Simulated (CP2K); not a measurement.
## CP2K run on Pd (Fm-3m, 1 atom in the cell): self-consistent single point

Level of theory: PBE, GPW, DZVP-MOLOPT-SR-GTH basis, GTH-PBE potentials (GTH_POTENTIALS) (CP2K 2026.2).

This input was run:

```
&GLOBAL
  PROJECT calc
  RUN_TYPE ENERGY_FORCE
  PRINT_LEVEL LOW
&END GLOBAL
&FORCE_EVAL
  METHOD Quickstep
  STRESS_TENSOR ANALYTICAL
  &DFT
    BASIS_SET_FILE_NAME BASIS_MOLOPT
    POTENTIAL_FILE_NAME GTH_POTENTIALS
    &QS
      METHOD GPW
      EPS_DEFAULT 1E-10
    &END QS
    &MGRID
      CUTOFF 500
      REL_CUTOFF 50
      NGRIDS 5
    &END MGRID
    &SCF
      SCF_GUESS ATOMIC
      EPS_SCF 1E-6
      MAX_SCF 100
      ADDED_MOS 4
      &DIAGONALIZATION
        ALGORITHM STANDARD
      &END DIAGONALIZATION
      &MIXING
        METHOD BROYDEN_MIXING
        ALPHA 0.2
        NBUFFER 12
      &END MIXING
      &SMEAR ON
        METHOD FERMI_DIRAC
        ELECTRONIC_TEMPERATURE [K] 1160.45
      &END SMEAR
    &END SCF
    &KPOINTS
      SCHEME MONKHORST-PACK 7 7 7
    &END KPOINTS
    &XC
      &XC_FUNCTIONAL PBE
      &END XC_FUNCTIONAL
    &END XC
    &PRINT
      &MO
        EIGENVALUES T
        OCCUPATION_NUMBERS T
        NDIGITS 8
        FILENAME mo
        &EACH
          QS_SCF 0
        &END EACH
        ADD_LAST NUMERIC
      &END MO
      &MULLIKEN OFF
      &END MULLIKEN
    &END PRINT
  &END DFT
  &SUBSYS
    &CELL
      A 2.75889700 0.00000000 0.00000000
      B 1.37944900 2.38927500 0.00000000
      C 1.37944900 0.79642500 2.25263000
      PERIODIC XYZ
    &END CELL
    &COORD
      SCALED
      Pd       0.00000000     0.00000000     0.00000000
    &END COORD
    &KIND Pd
      BASIS_SET DZVP-MOLOPT-SR-GTH-q18
      POTENTIAL GTH-PBE-q18
    &END KIND
  &END SUBSYS
  &PRINT
    &FORCES ON
    &END FORCES
    &STRESS_TENSOR ON
    &END STRESS_TENSOR
  &END PRINT
&END FORCE_EVAL
```

Log, with long lists cut:

```
 GLOBAL| Method name                                                        CP2K
 GLOBAL| Project name                                                       calc
 GLOBAL| Run type                                                   ENERGY_FORCE

 TOTAL NUMBERS AND MAXIMUM NUMBERS

  Total number of            - Atomic kinds:                                   1
                             - Atoms:                                          1
                             - Shell sets:                                     1
                             - Shells:                                         7
                             - Primitive Cartesian functions:                  6
                             - Cartesian basis functions:                     30
                             - Spherical basis functions:                     25

  Maximum angular momentum of- Orbital basis functions:                        3
                             - Local part of the GTH pseudopotential:          2
                             - Non-local part of the GTH pseudopotential:      4

 SCF PARAMETERS         Density guess:                                    ATOMIC
                        max_scf:                                             100
                        max_diis:                                              4
                        eps_scf:                                        1.00E-06
                        eps_diis:                                       1.00E-01
                        eps_eigval:                                     1.00E-05
                        level_shift [a.u.]:                             0.000000
                        added MOs                                         4    0
                        Mixing method:                            BROYDEN_MIXING
                                                charge density mixing in g-space
                        Smear method:                                FERMI_DIRAC
                        Electronic temperature [K]:                       1160.5
                        Electronic temperature [a.u.]:                  3.67E-03
                        Accuracy threshold:                             1.00E-10
                        No outer SCF

 Extrapolation method: initial_guess

 Number of electrons:                                                         18
 Number of occupied orbitals:                                                  9
 Number of molecular orbitals:                                                13

 Number of orbital functions:                                                 25
 Number of independent orbital functions:                                     25

 SCF WAVEFUNCTION OPTIMIZATION

  Step     Update method      Time    Convergence         Total energy    Change
     1 NoMix/Diag. 0.20E+00      -     0.32942253      -127.4452231743 -1.27E+02
     2 Broy./Diag. 0.20E+00      -     0.08840761      -129.4645760766 -2.02E+00
     3 Broy./Diag. 0.20E+00      -     0.11227346      -128.0676388879  1.40E+00
     4 Broy./Diag. 0.20E+00      -     0.02925724      -127.1711336009  8.97E-01
     5 Broy./Diag. 0.20E+00      -     0.02071095      -127.4504491808 -2.79E-01
     6 Broy./Diag. 0.20E+00      -     0.00316666      -127.2292275459  2.21E-01
     7 Broy./Diag. 0.20E+00      -     0.00038559      -127.2615507602 -3.23E-02
     8 Broy./Diag. 0.20E+00      -     0.00005275      -127.2570822379  4.47E-03
     9 Broy./Diag. 0.20E+00      -     0.00001110      -127.2567825665  3.00E-04
    10 Broy./Diag. 0.20E+00      -     0.00000491      -127.2566276572  1.55E-04
    11 Broy./Diag. 0.20E+00      -     0.00000093      -127.2565691888  5.85E-05

  *** SCF run converged in    11 steps ***

  Electronic density on regular grids:        -17.9999999988        0.0000000012
  Core density on regular grids:               17.9999999994       -0.0000000006
  Total charge density on r-space grids:        0.0000000006
  Total charge density g-space grids:           0.0000000006

  Overlap energy of the core charge distribution:               0.00000000000000
  Self energy of the core charge distribution:               -222.92368910911350
  Core Hamiltonian energy:                                     52.85616954819852
  Hartree energy:                                              55.45384788747872
  Exchange-correlation energy:                                -12.64038179617752
  Electronic entropic energy:                                  -0.00251571655266
  Fermi energy:                                                 0.54486108852423

  Total energy:                                              -127.25656918879378
  Total energy (extrapolated to T->0):                       -127.25531133051744

 ENERGY| Total FORCE_EVAL ( QS ) energy [hartree]           -127.256556853087815

 FORCES| Atomic forces [hartree/bohr]
 FORCES|   Atom     x               y               z               |f|
 FORCES|      1 -1.13882836E-13 -7.32936199E-14 -5.49103002E-14   1.46138278E-13
 FORCES| Sum    -1.13882836E-13 -7.32936199E-14 -5.49103002E-14
 FORCES| Total atomic force                                       1.46138278E-13

 STRESS| Analytical stress tensor [bar]
 STRESS|                        x                   y                   z
 STRESS|      x        8.53818141381E+04  -6.83957117908E-01  -4.83630767829E-01
 STRESS|      y       -6.83957117908E-01   8.53823633552E+04  -1.97616243060E-01
 STRESS|      z       -4.83630767829E-01  -1.97616243060E-01   8.53825342285E+04
 STRESS| 1/3 Trace                                             8.53822372406E+04
```

The run converged in 11 iterations.

The starting cell has typed, rounded lattice constants, without a prior relaxation at this level. Its lattice was rescaled by up to half a per cent. Spin polarisation is off. Values carry the incompleteness of an atom-centred basis. With a pressure of about 9 GPa the cell is away from its equilibrium volume at this level.

Cost on one core of a shared machine: roughly 50 s.
